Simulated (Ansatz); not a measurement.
Consider a 32-atom cell of (Au,Pd) started in the face-centred cubic structure, site fractions Au 0.750, Pd 0.250, short-range order 0.00 among the nearest mixed sites of the first mixed sublattice (0 is random, a negative value favours unlike neighbours), space group P1 at the end. Its start:

```
CELL_PARAMETERS angstrom
     -0.00001     0.00026     8.21764
      8.21757    -0.00024    -0.00001
     -0.00024     8.21817     0.00026
ATOMIC_POSITIONS crystal
  Pd 0.00058 0.49972 0.99958
  Au 0.00347 0.74649 0.24665
  Pd 0.24983 0.74971 0.99929
  Au 0.00203 0.99887 0.99703
  Au 0.00340 0.25337 0.24944
  Au 0.00349 0.49834 0.50205
  Pd 0.00077 0.74917 0.75032
  Au 0.24973 0.25511 0.99799
  Pd 0.24977 0.49987 0.24974
  Au 0.24853 0.74776 0.50061
  Pd 0.49940 0.49974 0.99944
  Au 0.49658 0.74654 0.24683
  Au 0.75171 0.74678 0.99820
  Au 0.00201 0.00159 0.50290
  Pd 0.00078 0.25073 0.75054
  Au 0.24970 0.00028 0.24944
  Pd 0.24973 0.25054 0.50055
  Au 0.24836 0.49856 0.75327
  Au 0.49804 0.00030 0.99832
  Au 0.49660 0.25338 0.24941
  Au 0.49647 0.49712 0.50073
  Au 0.49773 0.74769 0.75312
  Au 0.75025 0.25319 0.99699
  Au 0.75027 0.49975 0.24709
  Au 0.75142 0.74917 0.50169
  Au 0.24847 0.00169 0.75056
  Au 0.49797 0.00278 0.50175
  Pd 0.49923 0.25077 0.75056
  Au 0.75029 0.00026 0.24944
  Au 0.75027 0.25085 0.50291
  Au 0.75166 0.49849 0.75300
  Au 0.75143 0.00139 0.75056
```

All values below come from PBE (plane waves to 420 eV, PAW; Ansatz, a first-principles code). No spin–orbit coupling. Its k-point mesh 5×5×5, Fermi–Dirac width 0.05 eV.

Predict the alloy's volume and bond lengths.


| Property | Value |
|---|---|
| volume per atom | 17.25 Å³ |
| Au–Au bonds (within 1.22 times the sum of covalent radii) | 2.914 Å on average, from 2.822 to 2.979 (108) |
| Au–Pd bonds (within 1.22 times the sum of covalent radii) | 2.882 Å on average, from 2.844 to 2.922 (72) |
| Pd–Pd bonds (within 1.22 times the sum of covalent radii) | 2.886 Å on average, from 2.865 to 2.918 (12) |
